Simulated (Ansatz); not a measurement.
Functionals compared on a constructed model of the (111) surface of fcc Ir, a pseudomorphic layer of Mn in the host's stacking (bottom of the slab: a bare face, its two planes held), in Ansatz (plane waves, PAW). The structure was relaxed with PBE; the other rows are single points on it. Cutoff 420 eV.

Set-up: 7 atoms, 13.6 Å thick at the start with caps and adatoms (thin: gaps and levels are the slab's own); mesh 16x16x1; 0.1 eV smearing; dipole correction on; 2 atoms held, the rest relaxed; start symmetry kept, larger cells not searched; spin-polarised, ending with about 3.6 μB a cell; orders that need a larger cell were not tried, no spin-orbit, no U. In PBE it is, or lies within 0.01 eV a 1x1 cell of, the lowest of the 2 structures of its composition computed so far; subsurface sites and larger cells were not tried. These notes are the PBE run's.

```tsv
functional	work function of the top face (eV)	magnetic moment of the cell (μB)	rough cost of the single point
PBE	4.37	3.62	–
RPBE	?	3.68	around 60 core-seconds (rough)
```

Problem. Some entries are withheld; supply them.

Solution. 
- RPBE, work function of the top face (eV): 4.24

Ansatz is an electronic-structure program.
